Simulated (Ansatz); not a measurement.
Consider BP in the zinc blende structure (space group F-43m, No. 216; a = 4.5483 Å).

The values are results of PBE in Ansatz (plane waves to 420 eV, PAW, spin-orbit coupling left out), earlier PAW set, not measurements.

Before the change:

| Item | Result |
|---|---|
| Gap character | indirect, Γ → Γ–X (83 % along) |
| Density | 2.95 g/cm³ |
| Band gap | 1.25 eV |

Modification: every P is replaced by Bi; the structure is relaxed again.

What happens to the gap character, density and band gap?

The gap character changes from indirect, Γ → Γ–X (83 % along) to direct at Γ; the density grows by 5.71 g/cm³ (2.95 g/cm³ → 8.66 g/cm³); the band gap shrinks by 1.11 eV (1.25 eV → 0.14 eV).

With Bi present, leaving out spin-orbit coupling can change the band edges. Whether these cells are dynamically stable was not tested. As relaxed here, BiB is a hypothetical phase, not in the database extracts checked. A zero or small gap of BiB can be the functional's error rather than a property of the material.

Ansatz is a program for electronic structure.
